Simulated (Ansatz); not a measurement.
A short convergence ladder for SnTe (I4mm, 2 atoms in the cell)

```
SnTe
1.0
    0.00000     3.14420     3.14420
    3.14420     0.00000     3.14420
    3.14420     3.14420     0.00000
Sn Te
1 1
Direct
  0.00795   0.00795   0.99205
  0.50000   0.50000   0.50000
```

Base method: PBEsol, PAW files made with PBE (plane waves; Ansatz, an electronic-structure program).

Base settings: basis.ecutwfc = 420 eV; kpoints.mp_grid.grid = 7 7 7; hamiltonian.xc = pbesol; hamiltonian.pseudopotentials = {kind: paw} (the program's default PAW files); scf.occupations.method = fermi_dirac; scf.occupations.width = 0.01 eV.

**The width of Fermi-Dirac smearing**

The mesh stays at the base's, so the ladder's end is converged at best in this setting alone.

Only quantities that move along the ladder and can be compared are tabulated.

```csv
scf.occupations.width,free energy less the last step's (meV/atom),pressure (GPa),largest difference of a force vector from the last step's (eV/Å)
1 eV,-735.50,2.67,0.088
0.5 eV,-125.75,0.10,0.048
0.2 eV,-7.35,-0.11,0.011
0.1 eV,-0.38,-0.06,0.001
0.02 eV,0.00,-0.05,0.000
```

Widest scf.occupations.width that holds the pressure within 0.05 GPa of the last step, with all finer ones: 0.1 eV; the step before is off by 0.06 GPa.

Widest scf.occupations.width that holds the free energy within 5 meV/atom of the last step, with all finer ones: 0.1 eV; the step before is off by 7.3 meV/atom.

Widest scf.occupations.width that holds the forces within 0.01 eV/Å of the last step, with all finer ones: 0.1 eV; the step before is off by 0.011 eV/Å.

On the base run: the starting cell has typed, rounded lattice constants, without a prior relaxation at this level. Its lattice was rescaled by up to half a per cent. One atom was moved a little off its site on purpose. Ansatz's pressure includes its estimate of the finite-basis (Pulay) stress.

Keys are those of Ansatz 0.2.
